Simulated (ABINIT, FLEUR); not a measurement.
A FLEUR input for a self-consistent single point of AgBr (Fm-3m, 2 atoms in the cell) (DFT, PBE, all-electron FLAPW (FLEUR), scalar-relativistic valence):

Input of the input generator:

```
AgBr
&input film=f /
0.0000000000 0.7071067812 0.7071067812
0.7071067812 0.0000000000 0.7071067812
0.7071067812 0.7071067812 0.0000000000
7.5558922843
1.0 1.0 1.0

2
47 0.0000000000 0.0000000000 0.0000000000
35 0.5000000000 0.5000000000 0.5000000000

&comp jspins=1 /
&kpt div1=10 div2=10 div3=10 gamma=t /
&end /
```

```xml
<?xml version="1.0" encoding="UTF-8" standalone="no"?>
<fleurInput fleurInputVersion="0.39">
   <comment>
      AgBr                                                                                                
   </comment>
   <calculationSetup>
      <cutoffs Kmax="4.0" Gmax="12.0" GmaxXC="12.0" numbands="0"/>
      <scfLoop itmax="100" minDistance="0.00001" maxIterBroyd="25" imix="Anderson" alpha="0.05" precondParam="0.0" spinf="2.0"/>
      <coreElectrons ctail="T" frcor="F" kcrel="0" coretail_lmax="0"/>
      <xcFunctional name="pbe" relativisticCorrections="F"/>
      <magnetism jspins="1"/>
      <soc l_soc="F" theta="0.0" phi="0.0" spav="F"/>
      <expertModes spex="0" secvar="F"/>
      <geometryOptimization l_f="T" forcealpha="1.0" forcemix="BFGS" epsdisp="0.00001" epsforce="0.00001"/>
      <ldaU l_linMix="F" mixParam="0.05" spinf="1.0"/>
   </calculationSetup>
   <cell>
      <bzIntegration valenceElectrons="24.0" mode="hist" fermiSmearingEnergy="0.00183747">
         <kPointListSelection listName="default-1"/>
         <!-- k-points included here -->
         <xi:include xmlns:xi="http://www.w3.org/2001/XInclude" href="kpts.xml"> </xi:include>
      </bzIntegration>
      <!-- symmetry operations included here -->
      <xi:include xmlns:xi="http://www.w3.org/2001/XInclude" href="sym.xml"> </xi:include>
      <bulkLattice scale="1.0">
         <bravaisMatrix>
            <row-1>    0.0000000000000000     5.3428226722452878     5.3428226722452878</row-1>
            <row-2>    5.3428226722452878     0.0000000000000000     5.3428226722452878</row-2>
            <row-3>    5.3428226722452878     5.3428226722452878     0.0000000000000000</row-3>
         </bravaisMatrix>
      </bulkLattice>
   </cell>
   <atomSpecies>
      <species name="Silver (Ag)" element="Ag" atomicNumber="47">
         <mtSphere radius="2.55" gridPoints="879" logIncrement="0.015"/>
         <atomicCutoffs lmax="10" lnonsphr="8"/>
         <electronConfig flipSpins="F">
            <coreConfig>(1s1/2) (2s1/2) (2p1/2) (2p3/2) (3s1/2) (3p1/2) (3p3/2) (4s1/2) (3d3/2) (3d5/2)</coreConfig>
            <valenceConfig>(4p1/2) (4p3/2) (5s1/2) (4d3/2) (4d5/2)</valenceConfig>
            <stateOccupation state="(5s1/2)" spinUp="0.5" spinDown="0.5"/>
         </electronConfig>
         <energyParameters s="5" p="5" d="4" f="4"/>
         <lo type="SCLO" l="1" n="4" eDeriv="0"/>
         <lo type="HELO" l="2" n="5" eDeriv="0"/>
      </species>
      <species name="Bromine (Br)" element="Br" atomicNumber="35">
         <mtSphere radius="2.55" gridPoints="879" logIncrement="0.014"/>
         <atomicCutoffs lmax="10" lnonsphr="8"/>
         <electronConfig flipSpins="F">
            <coreConfig>(1s1/2) (2s1/2) (2p1/2) (2p3/2) (3s1/2) (3p1/2) (3p3/2) (3d3/2) (3d5/2)</coreConfig>
            <valenceConfig>(4s1/2) (4p1/2) (4p3/2)</valenceConfig>
            <stateOccupation state="(4p1/2)" spinUp="0.8333333333333" spinDown="0.8333333333333"/>
            <stateOccupation state="(4p3/2)" spinUp="1.6666666666667" spinDown="1.6666666666667"/>
         </electronConfig>
         <energyParameters s="4" p="4" d="4" f="4"/>
      </species>
   </atomSpecies>
   <atomGroups>
      <atomGroup species="Silver (Ag)">
         <relPos label="                   1">.0000000000 .0000000000 .0000000000</relPos>
         <force calculate="T" relaxXYZ="TTT"/>
      </atomGroup>
      <atomGroup species="Bromine (Br)">
         <relPos label="                   2">1.000/2.000 1.000/2.000 1.000/2.000</relPos>
         <force calculate="T" relaxXYZ="TTT"/>
      </atomGroup>
   </atomGroups>
   <output dos="F" band="F" slice="F">
      <checks vchk="F" cdinf="F"/>
      <bandDOS minEnergy="-.5*Htr" maxEnergy="0.5*Htr" sigma="0.015" storeEVData="T"/>
      <vacuumDOS vacdos="F" integ="F" star="F" nstars="0" locx1="0.0" locy1="0.0" locx2="0.0" locy2="0.0" nstm="0" tworkf="0.0"/>
      <unfoldingBand unfoldBand="F" supercellX="1" supercellY="1" supercellZ="1"/>
      <plotting iplot="0" polar="F">
         <plot TwoD="T" vec1="  1.0  0.0  0.0" vec2="  0.0  1.0  0.0" vec3="  0.0  0.0  1.0" zero="  0.0  0.0  0.0" file="plot"/>
      </plotting>
      <chargeDensitySlicing numkpt="0" minEigenval="0.0" maxEigenval="0.0" nnne="0" pallst="F"/>
      <specialOutput eonly="F"/>
      <magneticCircularDichroism mcd="F" energyLo="-10.0" energyUp="0.0"/>
   </output>
  <!-- We include the file relax.xml here to enable relaxations (see documentation) -->
  <xi:include xmlns:xi="http://www.w3.org/2001/XInclude" href="relax.xml"> <xi:fallback/> </xi:include>
</fleurInput>
```

Q: Translate this input to ABINIT.

A: This is the input that was run; spellings and numerical settings could be chosen otherwise.

```
# AgBr, PseudoDojo nc-sr-05 PBE standard
pp_dirpath "./"
pseudos "Ag.upf, Br.upf"
acell 3*1.0 Angstrom
rprim
         0.0000000000    2.8273000000    2.8273000000
         2.8273000000    0.0000000000    2.8273000000
         2.8273000000    2.8273000000    0.0000000000
natom 2
ntypat 2
znucl 47 35
typat 1 2
xred
         0.0000000000    0.0000000000    0.0000000000
         0.5000000000    0.5000000000    0.5000000000
ecut 1116 eV
occopt 3
tsmear 0.05 eV
nband 18
kptopt 1
ngkpt 10 10 10
nshiftk 1
shiftk 0 0 0
nstep 60
tolvrs 1.0e-12
prtwf 0
prtden 0
enunit 2
```

Basis, cutoffs, solver keys and any potentials are the target program's own. This input uses DFT, PBE, plane waves, norm-conserving pseudopotentials (PseudoDojo nc-sr-05 PBE standard). Both were run: gap on the mesh 0.759 eV in FLEUR and 0.669 in ABINIT.

On ABINIT: the starting cell has typed, rounded lattice constants, without a prior relaxation at this level. For this run, on top of that: lattice scaled by 0.98. With a pressure of about 5 GPa the cell is away from its equilibrium volume at this level.

On FLEUR: the starting cell has typed, rounded lattice constants, without a prior relaxation at this level. For this run, on top of that: lattice scaled by 0.98. Values depend on the basis (sphere radii, cutoffs, local orbitals), which need not be converged.
